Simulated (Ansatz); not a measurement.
**MoPd (model structure, Pm-3m, No. 221, 2 atoms in the cell)**

All values below come from r²SCAN in Ansatz (PAW).

Numerical settings: plane-wave cutoff 560 eV, 18×18×18 k mesh, Fermi–Dirac smearing 0.05 eV, no spin polarisation, scalar-relativistic PAW data made under PBE.

Cell (relaxed at this level):

```
MoPd
1.0
    3.13889     0.00000     0.00000
    0.00000     3.13889     0.00000
    0.00000     0.00000     3.13889
Pd Mo
1 1
Cartesian
  0.00000   0.00000   0.00000
  1.56944   1.56944   1.56944
```

```yaml
bulk modulus B0: 229 GPa
```

Note: the run has no spin polarisation, so it can have missed a magnetic state; the bulk modulus is −V dP/dV from two relaxed cells at ±2 % in volume; the relaxation could raise the start's symmetry but not lower it, so the cell can be a saddle point.

Computed values are for the static lattice.

Cost on a shared machine: very roughly 80 core-seconds.

A model structure was made by putting elements into a prototype or built by hand; it is no filed structure, need not be a known phase, and can be a saddle point held by its symmetry.

Ansatz is an electronic-structure program.
